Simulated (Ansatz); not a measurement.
We consider Nb (model structure, started from the diamond type, Fd-3m, No. 227, 2 atoms in the cell), described by PBEsol in Ansatz (PAW).

Settings: plane-wave cutoff 520 eV, 16×16×16 k mesh, Fermi–Dirac smearing 0.05 eV, no spin polarisation, scalar-relativistic PAW data made under PBE.

Cell (relaxed at this level):

```cif
data_Nb2
_chemical_formula_sum 'Nb2'
_space_group_name_H-M_alt 'P 1'
_space_group_IT_number 1
_cell_length_a 4.10647
_cell_length_b 4.10647
_cell_length_c 4.10647
_cell_angle_alpha 60.000
_cell_angle_beta 60.000
_cell_angle_gamma 60.000
loop_
_space_group_symop_operation_xyz
  'x, y, z'
loop_
_atom_site_label
_atom_site_type_symbol
_atom_site_fract_x
_atom_site_fract_y
_atom_site_fract_z
_atom_site_occupancy
Nb1 Nb 0.25000 0.25000 0.25000 1
Nb2 Nb 0.00000 0.00000 0.00000 1
```

Problem. Give the computed bulk modulus.

Solution. 
* **bulk modulus**: 77.5 GPa

Note: the run has no spin polarisation, so it can have missed a magnetic state; the bulk modulus is −V dP/dV from two relaxed cells at ±2 % in volume; the relaxation could raise the start's symmetry but not lower it, so the cell can be a saddle point.

A model structure was made by putting elements into a prototype or built by hand; it is no filed structure, need not be a known phase, and can be a saddle point held by its symmetry.

Ansatz is a quantum-chemistry and plane-wave program.
